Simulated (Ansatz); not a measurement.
What uniaxial strain ε_xx = +2.40 % does to ZnO

Consider ZnO in the wurtzite structure (space group P6_3mc, No. 186; a = 3.230 Å, c = 5.214 Å). Axes: x lies along a and z along c of the hexagonal cell.

The change: uniaxial strain ε_xx = +2.40 %, all other strain components held at zero; the atoms relax in the strained cell.

All numbers come from PBEsol (Ansatz, a first-principles code; PAW; 420 eV plane waves; without spin-orbit coupling). Settings: 12×12×7 k-points, 0.05 eV Fermi–Dirac smearing.

```csv
quantity,base,changed,shift
volume per atom,11.78 Å³,12.06 Å³,+0.28 Å³
space group,P6_3mc (No. 186),Cmc2_1 (No. 36),–
shortest interatomic distance,1.969 Å,1.985 Å,+0.016 Å
energy relative to the base (free energy F),0 meV/atom,+4.2 meV/atom,+4.2 meV/atom
band gap,0.70 eV,0.66 eV,-0.046 eV
gap character,direct at Γ,direct at Γ,–
electron mass,0.13 mₑ (at Γ),"0.13 mₑ along x, 0.12 mₑ along y, 0.13 mₑ along z (at Γ)",–
"valence-band top at Γ (three highest levels, from the VBM)","0.00, 0.00, -0.10 eV","0.00, -0.06, -0.11 eV",–
largest internal atomic displacement,–,0.016 Å,–
"stress (xx, yy, zz, yz, xz, xy; compression positive)",–,"(-4.74, -2.77, -2.44, 0.00, 0.00, 0.00) GPa",–
```

Final structure:

```
CELL_PARAMETERS angstrom
      3.30748     0.00000     0.00000
     -1.65374     2.79723     0.00000
      0.00000     0.00000     5.21438
ATOMIC_POSITIONS crystal
  Zn 0.33191 0.66382 0.00004
  Zn 0.66809 0.33618 0.50004
  O  0.33083 0.66166 0.38196
  O  0.66917 0.33834 0.88196
```

Effective masses come from finite differences of ±0.01 Å⁻¹. Stability against distortions was not tested. Labels are those of the standard path for the cell's own space group.
